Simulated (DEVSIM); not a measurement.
Device: illuminated Si n-on-p cell, one wavelength, at 300 K.

Layer 1 from the left is Si, thickness (μm) 0.0820, Nd (cm⁻³) 1.3e18, τn (s) 2.1e-6, τp (s) 1.1e-6, absorption coefficient (cm⁻¹) 5800. Layer 2 from the left is Si, thickness (μm) 29.0, Na (cm⁻³) 8.5e15, τn (s) 8.2e-6, τp (s) 8.2e-6, absorption coefficient (cm⁻¹) 5800.

Left contact: ohmic, minority hole recombination velocity 300 cm/s. Right contact: ohmic, minority electron recombination velocity 8000 cm/s. Voltage is applied to the left contact. Recombination: SRH at mid-gap, radiative, Auger. Light enters at the left, 3.6e17 photons cm⁻² s⁻¹, one pass, no reflection. Mobility is μmin + (μ − μmin)/(1 + (N/Nref)^α).

The device is made up for the run: typed textbook-type constants, with dimensions and the other settings drawn at random. Values at 300 K.

Si: gap (eV) 1.124, affinity (eV) 4.05, permittivity 11.7, Nc (cm⁻³) 2.86e19, Nv (cm⁻³) 3.1e19, μn (cm²/Vs) 1417, μp (cm²/Vs) 470, μn,min 52, μp,min 45, Nref,n 9.7e16, Nref,p 2.2e17, αn 0.68, αp 0.72, B (cm³/s) 4.7e-15, Cn (cm⁶/s) 2.8e-31, Cp (cm⁶/s) 9.9e-32.

DEVSIM, 1D drift-diffusion, Boltzmann statistics, complete ionisation; no tunnelling, impact ionisation, image-force lowering or self-heating.

Dark forward current:

| |V| (V) | |J| (A/cm²) |
|---|---|
| 0.05 | 6.241e-10 |
| 0.10 | 2.490e-9 |
| 0.15 | 9.399e-9 |
| 0.20 | 4.100e-8 |
| 0.25 | 2.147e-7 |
| 0.30 | 1.291e-6 |
| 0.35 | 8.384e-6 |
| 0.40 | 5.644e-5 |
| 0.45 | 0.0003859 |
| 0.50 | 0.002655 |
| 0.55 | 0.01831 |
| 0.60 | 0.1256 |
| 0.65 | 0.8342 |
| 0.70 | 4.934 |
| 0.75 | 24.03 |
| 0.80 | 96.22 |
| 0.85 | 329.9 |
| 0.90 | 1010 |
| 0.95 | 2785 |

Work out the local ideality factor n = ΔV / (kT/q · ln(J2/J1)) between the rows 0.15 and 0.20 V, 0.50 and 0.55 V, 0.90 and 0.95 V.

kT/q = 25.85 mV. From 0.15 to 0.20 V: ln(4.100e-8/9.399e-9) = 1.473, n = 1.31. From 0.50 to 0.55 V: ln(0.01831/0.002655) = 1.931, n = 1.00, near the 1 of diffusion or emission over a barrier. From 0.90 to 0.95 V: ln(2785/1010) = 1.014, n = 1.91.

What current could the absorbed light give at most, and what share is collected?

Σ αd = 16.9, so qΦ(1 − exp(−Σ αd)) = 57.7 mA/cm². The simulated short-circuit current is 56.48 mA/cm², a share of 0.98.

Estimate the open-circuit voltage by superposition: the voltage at which the dark current equals that short-circuit current.

Interpolating ln J in the table gives 0.579 V. The simulation gives 0.579 V, the same within the digits that matter. Superposition holds where collection doesn't change with voltage.

Estimate the fill factor from FF0 = (v − ln(v + 0.72))/(v + 1), v = qVoc/(nkT), with n from the dark curve.

The rows about Voc, 0.55 and 0.60 V, give n = 1.00, so v = 22.3 and FF0 = 0.822. The simulation gives 0.821, the same within the digits that matter.
